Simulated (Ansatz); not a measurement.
A calculation on rutile IrO₂ returned lattice constant a 4.434 Å, lattice parameter c 3.136 Å, equilibrium volume per atom 10.28 Å³/atom, bulk modulus 313 GPa.

For reference: lattice constant a 4.505 Å (measured, room temperature, no zero-point or thermal correction; as tabulated in Hiroi (2015), arXiv:1503.02262); lattice parameter c 3.159 Å (measured, room temperature, no zero-point or thermal correction; as tabulated in Hiroi (2015), arXiv:1503.02262).

Question: Which level of theory produced these numbers?
(A) LDA (Ansatz, a program for electronic structure)
(B) PBEsol (Ansatz)
(C) PBEsol+SOC (Ansatz)
(D) PBE (Ansatz)

Answer: A, LDA (Ansatz)

The others give: PBEsol+SOC 4.483 Å, 3.155 Å, 10.57 Å³/atom, 283 GPa; PBE 4.529 Å, 3.180 Å, 10.87 Å³/atom, 262 GPa; PBEsol 4.472 Å, 3.154 Å, 10.51 Å³/atom, 291 GPa.

Unless a cell is named, each level is at its own relaxed cell (LDA 10.28, PBE 10.87, PBEsol 10.51, PBEsol+SOC 10.57 Å³/atom).

The crystal itself was run without spin with PBE, PBEsol, LDA; a magnetic state was not tried in these runs.

Ansatz's density-functional and Hartree–Fock values are scalar-relativistic unless marked +SOC, with PAW data made under PBE.
